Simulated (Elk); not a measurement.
# A self-consistent single point of InSe (P6_3/mmc, 8 atoms in the cell) with Elk

Computed with PBE, all-electron FP-LAPW, Elk's shipped species files, default APW+lo basis run with Elk.

This input was run:

```
tasks
  0

xctype
  20

rmtscf
  0.93

swidth
  0.000367493

maxscl
  100

scale
  7.544582255

avec
    1.0000000000   -0.0000000623    0.0000000000
   -0.4999999460    0.8660254349    0.0000000000
    0.0000000000    0.0000000000    4.3121236516

sppath
  './'

atoms
  2
  'In.in'
  4
  0.3333333333  0.6666666667  0.3303000000    0.0 0.0 0.0
  0.6666666667  0.3333333333  0.6697000000    0.0 0.0 0.0
  0.6666666667  0.3333333333  0.8303000000    0.0 0.0 0.0
  0.3333333333  0.6666666667  0.1697000000    0.0 0.0 0.0
  'Se.in'
  4
  0.3333333333  0.6666666667  0.5973200000    0.0 0.0 0.0
  0.6666666667  0.3333333333  0.4026800000    0.0 0.0 0.0
  0.6666666667  0.3333333333  0.0973200000    0.0 0.0 0.0
  0.3333333333  0.6666666667  0.9026800000    0.0 0.0 0.0

ngridk
  5 5 1
```

Log, with long lists cut:

```
│ Elk code version 10.2.4 │

All units are atomic (Hartree, Bohr, etc.)

│ Ground-state run starting from atomic densities │

Lattice vectors :
   7.544582255     -0.4700274745E-06   0.000000000
  -3.772290720       6.533800129       0.000000000
   0.000000000       0.000000000       32.53317158

Unit cell volume      :    1603.715885
Brillouin zone volume :   0.1546721684

Muffin-tin inner radius fraction :   0.1000000000E-01

Nuclei treated as point charges

Species :    1 (In)
 parameters loaded from : In.in
 name : indium
 nuclear charge    :   -49.00000000
 electronic charge :    49.00000000
 atomic mass :    209300.4100
 muffin-tin radius :    2.418000000
 number of radial points in muffin-tin :    597
 atomic positions (lattice), magnetic fields (Cartesian) :
   1 :   0.33333333  0.16666667  0.33030000    0.00000000  0.00000000  0.00000000
   2 :  -0.33333333 -0.16666667 -0.33030000    0.00000000  0.00000000  0.00000000
   3 :  -0.33333333 -0.16666667 -0.16970000    0.00000000  0.00000000  0.00000000
   4 :   0.33333333  0.16666667  0.16970000    0.00000000  0.00000000  0.00000000

Species :    2 (Se)
 parameters loaded from : Se.in
 name : selenium
 nuclear charge    :   -34.00000000
 electronic charge :    34.00000000
 atomic mass :    143935.2748
 muffin-tin radius :    2.232000000
 number of radial points in muffin-tin :    497
 atomic positions (lattice), magnetic fields (Cartesian) :
   1 :   0.33333333  0.16666667 -0.40268000    0.00000000  0.00000000  0.00000000
   2 :  -0.33333333 -0.16666667  0.40268000    0.00000000  0.00000000  0.00000000
   3 :  -0.33333333 -0.16666667  0.09732000    0.00000000  0.00000000  0.00000000
   4 :   0.33333333  0.16666667 -0.09732000    0.00000000  0.00000000  0.00000000

Total number of atoms per unit cell :    8

Spin treatment :
 spin-unpolarised

Number of Bravais lattice symmetries :   24
Number of crystal symmetries         :   24
   [... lines left out ...]
Maximum |G| for potential and density :    12.00000000
 potential will be trimmed for |G| > 2 gkmax
Constant for pseudocharge density :    7
Radial integration step length :    4

G-vector grid sizes :     30    30   125
Number of G-vectors :    46751

Maximum angular momentum used for
 APW functions                      :    8
 outer part of muffin-tin           :    6
 inner part of muffin-tin           :    1

Total nuclear charge    :   -332.0000000
Total core charge       :    192.0000000
Total valence charge    :    140.0000000
Total excess charge     :    0.000000000
Total electronic charge :    332.0000000

Effective Wigner radius, rₛ :    1.048657288

Number of empty states         :   32
Total number of valence states :  102
Total number of core states    :  192

Total number of local-orbitals :  128

Exchange-correlation functional :     20     0     0
 Perdew-Burke-Ernzerhof, Phys. Rev. Lett. 77, 3865 (1996)
 gradient requirement :    1
 generalised gradient approximation (GGA)

Smearing type :    3
 Fermi-Dirac
Smearing width :   0.3674930000E-03
Effective electronic temperature (K) :    116.0451112

Mixing type :    3
 Broyden mixing, J. Phys. A: Math. Gen. 17, L317 (1984)

Kohn-Sham potential initialised from atomic data
│ Self-consistent loop started │
│ Loop number : 1 │
 total energy                :     -33271.4958704
│ Loop number : 2 │
 total energy                :     -33271.5994239
RMS change in Kohn-Sham potential (target) :   0.1620407637     (  0.1000000000E-05)
Absolute change in total energy (target)   :   0.1035534710     (  0.1000000000E-03)
│ Loop number : 3 │
 total energy                :     -33271.0996199
RMS change in Kohn-Sham potential (target) :   0.1582253045     (  0.1000000000E-05)
Absolute change in total energy (target)   :   0.4739156917     (  0.1000000000E-03)
│ Loop number : 4 │
 total energy                :     -33264.2165241
RMS change in Kohn-Sham potential (target) :   0.7889427545E-01 (  0.1000000000E-05)
Absolute change in total energy (target)   :    7.001574722     (  0.1000000000E-03)
│ Loop number : 5 │
 total energy                :     -33257.6433807
RMS change in Kohn-Sham potential (target) :   0.2692228561E-01 (  0.1000000000E-05)
Absolute change in total energy (target)   :    8.323537039     (  0.1000000000E-03)
   [... lines left out ...]
Absolute change in total energy (target)   :   0.1610275160E-01 (  0.1000000000E-03)
│ Loop number : 12 │
 total energy                :     -33254.7594426
RMS change in Kohn-Sham potential (target) :   0.7872879159E-05 (  0.1000000000E-05)
Absolute change in total energy (target)   :   0.8772638343E-02 (  0.1000000000E-03)
│ Loop number : 13 │
 total energy                :     -33254.7598294
RMS change in Kohn-Sham potential (target) :   0.1840511365E-05 (  0.1000000000E-05)
Absolute change in total energy (target)   :   0.1806422624E-02 (  0.1000000000E-03)
│ Loop number : 14 │
 total energy                :     -33254.7599552
RMS change in Kohn-Sham potential (target) :   0.3380201815E-06 (  0.1000000000E-05)
Absolute change in total energy (target)   :   0.3257355784E-03 (  0.1000000000E-03)
│ Loop number : 15 │
 total energy                :     -33254.7599951
RMS change in Kohn-Sham potential (target) :   0.1767825356E-06 (  0.1000000000E-05)
Absolute change in total energy (target)   :   0.4156756768E-04 (  0.1000000000E-03)
Convergence targets achieved

│ Loop number : 16 │

Energies :
 Fermi                       :     0.146639223094
 sum of eigenvalues          :     -19817.0235160
 electron kinetic            :      34675.3062845
 core electron kinetic       :      33000.8588800
 Coulomb                     :     -66937.0198543
 Coulomb potential           :     -53198.4495739
 nuclear-nuclear             :     -2685.22622317
 electron-nuclear            :     -75305.1376884
 Hartree                     :      11053.3440573
 Madelung                    :     -40337.7950674
 xc potential                :     -1293.88022666
 exchange                    :     -976.012752717
 correlation                 :     -17.0336843446
 electron entropic           :    -0.790893628767E-12
 total energy                :     -33254.7600068

Density of states at Fermi energy :   0.2723954466E-06
 (states/Hartree/unit cell)

Estimated indirect band gap :   0.2179968396E-01
 from k-point      1 to k-point      1
Estimated direct band gap   :   0.2179968396E-01
 at k-point      1

Charges :
 core                        :    192.0000000
 valence                     :    140.0000000
 interstitial                :    16.08888125
 muffin-tins (core leakage)
  species :    1 (In)
   atom    1                 :    46.97955323     (  0.3671028719E-03)
   atom    2                 :    46.97955323     (  0.3671028719E-03)
   atom    3                 :    46.97955323     (  0.3671028719E-03)
   atom    4                 :    46.97955323     (  0.3671028719E-03)
  species :    2 (Se)
   atom    1                 :    31.99822646     (  0.1750477075E-03)
   atom    2                 :    31.99822646     (  0.1750477075E-03)
   atom    3                 :    31.99822646     (  0.1750477075E-03)
   atom    4                 :    31.99822646     (  0.1750477075E-03)
 total in muffin-tins        :    315.9111188
 total calculated charge     :    331.9579256
 total charge                :    332.0000000
 error                       :   0.4207441573E-01

│ Self-consistent loop stopped │
```

The run converged in 16 iterations. The count includes the last loop, which Elk runs after its targets are met.

The starting cell comes from a database of computed structures (which also holds hypothetical and non-ambient phases and stackings), without a prior relaxation at this level. Its lattice was rescaled by a random factor within 2.5 % of one. Values depend on the basis (sphere radii, cutoffs, local orbitals), which need not be converged.

Cost on one core of a shared machine: roughly 2 min.
